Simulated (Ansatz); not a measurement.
Where the default PAW files enter, the runs use the earlier of Ansatz's two default sets.

Tunnelling through a barrier is set by its complex band structure: the current falls as exp(−2κd) with the smallest κ.

Given:

```yaml
crystal:
  lattice:
    - [5.14912, 0.00000, 0.00000]
    - [0.00000, 5.45912, 0.00000]
    - [0.00000, 0.00000, 8.91837]
  atoms:
    - { symbol: Ti, position: [0.86209, 0.40258, 0.37103] }
    - { symbol: Ti, position: [0.13791, 0.59742, 0.62897] }
    - { symbol: Ti, position: [0.63791, 0.90258, 0.62897] }
    - { symbol: Ti, position: [0.36209, 0.09742, 0.37103] }
    - { symbol: Ti, position: [0.36209, 0.59742, 0.12897] }
    - { symbol: Ti, position: [0.63791, 0.40258, 0.87103] }
    - { symbol: Ti, position: [0.13791, 0.09742, 0.87103] }
    - { symbol: Ti, position: [0.86209, 0.90258, 0.12897] }
    - { symbol: O, position: [0.53529, 0.38999, 0.26971] }
    - { symbol: O, position: [0.46471, 0.61001, 0.73029] }
    - { symbol: O, position: [0.96471, 0.88999, 0.73029] }
    - { symbol: O, position: [0.03529, 0.11001, 0.26971] }
    - { symbol: O, position: [0.03529, 0.61001, 0.23029] }
    - { symbol: O, position: [0.96471, 0.38999, 0.76971] }
    - { symbol: O, position: [0.46471, 0.11001, 0.76971] }
    - { symbol: O, position: [0.53529, 0.88999, 0.23029] }
    - { symbol: O, position: [0.18337, 0.85119, 0.01048] }
    - { symbol: O, position: [0.81663, 0.14881, 0.98952] }
    - { symbol: O, position: [0.31663, 0.35119, 0.98952] }
    - { symbol: O, position: [0.68337, 0.64881, 0.01048] }
    - { symbol: O, position: [0.68337, 0.14881, 0.48952] }
    - { symbol: O, position: [0.31663, 0.85119, 0.51048] }
    - { symbol: O, position: [0.81663, 0.64881, 0.51048] }
    - { symbol: O, position: [0.18337, 0.35119, 0.48952] }
```

Space group of this cell: Pbca. The cell is strained (lengths along the current scaled by 0.97, ions clamped); by r2SCAN its mean pressure is 6.7 GPa.

Transport runs along the normal of the first two printed cell vectors.

No gap correction and no spin-orbit coupling; mid-gap values are interpolated between computed energies.

Estimate the band gap and the smallest decay constant κ at mid-gap that r2SCAN in Ansatz (a quantum-chemistry and plane-wave program) returns for this system.

Gap 2.77 eV on a 6×6×4 mesh; κ = 0.463 1/Å, at (0.167, 0.000) of the in-plane reciprocal vectors. At the zone centre, at the nearest computed energy, the slowest state has κ = 0.49 1/Å.
